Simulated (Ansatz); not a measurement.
**bcc Nb: the defect C interstitial**

Level of theory: PBE, PAW (plane waves to 420 eV; Ansatz, a program for electronic structure). Cell and caveats: 54-site cell; 4×4×4 shifted k-points; start: octahedral site; not converged in cell size; the relaxation kept the symmetry of the starting site.

Neighbours after relaxation, in Å: of the C atom: Nb 2.06, Nb 2.06, Nb 2.24, Nb 2.24, Nb 2.24, Nb 2.24.

Formation energies E_f are those of the neutral cell. Chemical conditions: impurity bounded by its compound with the host (Δμ(C) = -1.56 eV, bounded by Nb2C (Pnma); only phases computed here count, gases as isolated molecules at 0 K). Reference phases: C: graphite.

The name describes the start; the neighbours show where the added atom ended.

```
charge         moment (μB)  point group  largest move off a lattice site (Å)  E_f, impurity bounded by its compound with the host (eV)
------  ------------------  -----------  -----------------------------------  --------------------------------------------------------
0       not spin-polarised          D4h                                 0.40                                                      0.90
```

Point groups are those of the whole cell at tolerances of 0.03 and 0.1 Å ("near" where only the looser one holds); none is given for unsettled states.

No other site or start that was run ended lower by more than 0.1 eV.
